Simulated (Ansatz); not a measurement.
Base system: CdSe in the wurtzite structure (space group P6_3mc, No. 186; a = 4.302 Å, c = 7.021 Å).

Calculations: PBEsol (Ansatz, a program for electronic structure; PAW; 420 eV plane waves; no spin-orbit coupling).

One change was made to it. Results:

```json
[
 {"quantity": "volume per atom", "base": "28.13 Å³", "after": "26.15 Å³"},
 {"quantity": "c/a ratio", "base": "1.632", "after": "1.635"}
]
```

Q: Which change produced these results?
A) pressure 4.5 GPa
B) pressure 22.5 GPa
C) pressure −2 GPa

A: A, pressure 4.5 GPa. For comparison, the volume per atom in the other runs: pressure −2 GPa gives 29.37 Å³; pressure 22.5 GPa gives 21.85 Å³.

Load acts through the strain it causes; cell and atoms are relaxed under it. Whether these cells are dynamically stable was not tested. Measured, CdSe leaves this structure (for rock salt) near 2.72 GPa (temperature not stated; as listed in Datta, Sujoy, Jana, Debnarayan, arXiv (2020)), on rising pressure, with hysteresis.
